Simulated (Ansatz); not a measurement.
## Habitual settings against a tight run: HfPt (Cmcm, 4 atoms in the cell)

Self-consistent single point.

```yaml
crystal:
  lattice:
    - [1.66935, -5.11267, 0.00000]
    - [1.66935, 5.11267, 0.00000]
    - [0.00000, 0.00000, 4.22392]
  atoms:
    - { symbol: Hf, position: [0.85769, 0.14231, 0.75000] }
    - { symbol: Hf, position: [0.14231, 0.85769, 0.25000] }
    - { symbol: Pt, position: [0.59312, 0.40688, 0.75000] }
    - { symbol: Pt, position: [0.40688, 0.59312, 0.25000] }
```

Level of theory: PBEsol, PAW files made with PBE (plane waves; Ansatz, a first-principles code).

Base settings: basis.ecutwfc = 420 eV; kpoints.mp_grid.grid = 7 7 5; hamiltonian.xc = pbesol; hamiltonian.pseudopotentials = {kind: paw} (the program's default PAW files); scf.occupations.method = cold; scf.occupations.width = 0.1 eV.

Tight run (finer mesh or higher cutoff; not a proven limit): basis.ecutwfc: 420 eV → 590 eV; kpoints.mp_grid.grid: 7 7 5 → 10 10 7; scf.convergence.dr2_threshold: default (1e-07 eV) → 1e-09 eV. It gave Fermi level (on the code's own zero) 21.26 eV; pressure 3.40 GPa; largest force (vector length) 0.195 eV/Å.

Quick runs, as changes from the base:
- A: the base itself
- B: basis.ecutwfc: 420 eV → 210 eV; kpoints.mp_grid.grid: 7 7 5 → 8 8 8; kpoints.mp_grid.shift: default → 0.5 0.5 0.5; scf.convergence.dr2_threshold: default (1e-07 eV) → 0.001 eV
- C: basis.ecutwfc: 420 eV → 210 eV; kpoints.mp_grid.grid: 7 7 5 → 4 4 4; hamiltonian.xc: pbesol → lda [LDA (PW92)]
- D: basis.ecutwfc: 420 eV → 210 eV; kpoints.mp_grid.grid: 7 7 5 → 2 2 2; hamiltonian.xc: pbesol → lda; scf.occupations.width: 0.1 eV → 0.2 eV [LDA (PW92)]
- E: basis.ecutwfc: 420 eV → 250 eV; kpoints.mp_grid.grid: 7 7 5 → 6 6 6; hamiltonian.xc: pbesol → lda; scf.occupations.width: 0.1 eV → 0.2 eV [LDA (PW92)]
- F: basis.ecutwfc: 420 eV → 335 eV; kpoints.mp_grid.grid: 7 7 5 → 6 6 6

Energies are extrapolated to zero smearing width, which holds to low order in the width alone.

Dashes: energy of C, D, E, another energy zero.

† marks runs with another functional, U, potentials or spin treatment: their distance from the tight run is not a convergence error alone.

The count of work is k-points × plane waves × bands × iterations; it is no time. 

Pressures in the table are Ansatz's without its Pulay estimate, at a fixed set of plane waves; the tight run's value above holds the estimate.

The starting cell comes from a database of computed structures (which also holds hypothetical and non-ambient phases and stackings), without a prior relaxation at this level. Its lattice was rescaled by a random factor within 2.5 % of one. Spin polarisation is off. In the base run, with a pressure of about 3 GPa the cell is away from its equilibrium volume at this level.

```csv
run,energy less tight (meV/atom),pressure less tight (GPa),largest miss in a force vector (eV/Å),count of work / tight
A,3.5,-0.01,0.027,0.19
B,4903.0,-217.63,0.277,0.077
C†,–,-224.24,0.348,0.029
D†,–,-224.18,0.892,0.0082
E†,–,-70.56,0.324,0.085
F,14.7,-1.54,0.062,0.15
```

Among the runs at the tight run's level, the energy misses run from 3.5 to 4903.0 meV/atom.

Keys are those of Ansatz 0.2.
